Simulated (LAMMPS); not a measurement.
MD of Cu (fcc) with 25 % of Cu sites Zr at zero pressure over temperature, 2048 atoms; each row names its start.

Method: classical MD, pair style eam/fs, file CuZr_mm.eam.fs; code LAMMPS.

```tsv
T (K), start	state	volume	enthalpy	first peak of g(r), Cu-Zr	coordination number of Cu by Zr	D(Cu)	D(Zr)
300, crystal	solid that has left the starting structure; no diffusion seen in 30 ps	15.091 ± 0.002 Å³/atom	-3.963 ± 0.001 eV/atom	2.84 Å, height 4.3	3.73 (counted to 3.82 Å)	-	-
1080, crystal	slow or partial motion within 30 ps, no clear phase	15.426 ± 0.005 Å³/atom	-3.740 ± 0.001 eV/atom	2.84 Å, height 3.5	3.84 (counted to 3.82 Å)	-	-
1470, melt	liquid	15.810 ± 0.004 Å³/atom	-3.5762 ± 0.0007 eV/atom	2.81 Å, height 3.0	3.82 (counted to 3.86 Å)	(2.17 ± 0.03) × 10^-5 cm²/s	(1.32 ± 0.07) × 10^-5 cm²/s
1780, melt	liquid	16.158 ± 0.004 Å³/atom	-3.4547 ± 0.0009 eV/atom	2.80 Å, height 2.7	3.68 (counted to 3.86 Å)	(4.9 ± 0.2) × 10^-5 cm²/s	(3.5 ± 0.1) × 10^-5 cm²/s
2170, melt	liquid	16.627 ± 0.004 Å³/atom	-3.3170 ± 0.0004 eV/atom	2.77 Å, height 2.4	3.54 (counted to 3.86 Å)	(8.5 ± 0.1) × 10^-5 cm²/s	(5.76 ± 0.06) × 10^-5 cm²/s
```

Caution (row 300, crystal): enthalpy drifts during the constant-pressure average: a transition or slow ageing; fluctuation values are void.

Caution (rows 300, crystal; 1080, crystal): the random arrangement on this lattice is imposed, and need not be a phase that exists in equilibrium.

Caution (rows 1470, melt; 1780, melt; 2170, melt): a run this short can hold a crystal over, or a liquid under, the potential's own melting point, which these runs don't give.

States go by the mean squared displacement: a species diffuses where it passes 1.5 Å², still rises and gives D over 1e-6 cm²/s; a crystal has left its structure where atoms lie 0.35 Å off their sites on average or a cubic box changes its shape by 3 %, or the axial ratios of another lie 8 % off the starting cell's, which the potential's own relaxation can also do.

Errors of D are the spread over four groups of atoms in one short run; a floor of about 5 %, a picked value, is safer.

Errors shown are sampling errors alone.
